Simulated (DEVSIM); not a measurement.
## Schottky contact on n-type GaAs

Structure: Schottky contact on n-type GaAs, at 350 K.

```tsv
layer (left to right)	material	thickness (μm)	Nd (cm⁻³)	τn (s)	τp (s)
1	GaAs	12.0	7e15	1.7e-8	1.7e-8
```

Left contact: Schottky, work function 4.87 eV, emission velocity 6.8e6 cm/s. Right contact: ohmic. Voltage is applied to the left contact. Recombination: SRH at mid-gap, radiative, Auger. Mobility is μmin + (μ − μmin)/(1 + (N/Nref)^α).

The device is made up for the run: typed textbook-type constants, with dimensions and the other settings drawn at random. Values at 300 K; Nc and Nv go as T^1.5, mobilities as T to minus their exponent, the gap by Varshni's rule with the affinity fixed.

```
parameter             GaAs
----------------  --------
gap (eV)             1.424
affinity (eV)         4.07
permittivity          12.9
Nc (cm⁻³)           4.7e17
Nv (cm⁻³)             9e18
μn (cm²/Vs)           8500
μp (cm²/Vs)            400
μn,min                 500
μp,min                  20
Nref,n                6e16
Nref,p              1.5e17
αn                    0.39
αp                    0.38
T exponent of μn       2.1
T exponent of μp       2.2
B (cm³/s)            2e-10
Cn (cm⁶/s)           1e-30
Cp (cm⁶/s)           1e-30
Varshni α (eV/K)  0.000541
Varshni β (K)          204
```

Model (solved in DEVSIM): 1D drift-diffusion, Boltzmann statistics, complete ionisation; no tunnelling, impact ionisation, image-force lowering or self-heating. Metal contacts follow the ideal Schottky-Mott rule: no Fermi-level pinning, no interface dipoles.

| Quantity | Result |
|---|---|
| Potential step across the device at zero bias | 0.666 V |
| Largest field in the device at zero bias | 35000 V/cm |
| Dark forward voltage at 1 A/cm² | 0.399 V |
| Dark forward voltage at 100 A/cm² | 0.565 V |

Small-signal capacitance in reverse bias (quasi-static):

```json
[
 {"V (V)": "-0.2", "C (nF/cm²)": "27.7"},
 {"V (V)": "-0.5", "C (nF/cm²)": "23.7"},
 {"V (V)": "-1", "C (nF/cm²)": "19.8"},
 {"V (V)": "-1.5", "C (nF/cm²)": "17.3"},
 {"V (V)": "-2", "C (nF/cm²)": "15.6"},
 {"V (V)": "-3", "C (nF/cm²)": "13.3"},
 {"V (V)": "-4", "C (nF/cm²)": "11.8"},
 {"V (V)": "-5", "C (nF/cm²)": "10.7"},
 {"V (V)": "-6.5", "C (nF/cm²)": "9.47"},
 {"V (V)": "-8", "C (nF/cm²)": "8.61"},
 {"V (V)": "-10", "C (nF/cm²)": "7.76"}
]
```

Dark reverse current:

```csv
V (V),J (A/cm²)
-0.20,-1.9e-6
-0.50,-1.9e-6
-1.00,-1.9e-6
-1.50,-1.9e-6
-2.00,-2.0e-6
-3.00,-2.0e-6
-4.00,-2.0e-6
-5.00,-2.0e-6
-6.50,-2.0e-6
-8.00,-2.0e-6
-10.00,-2.0e-6
```
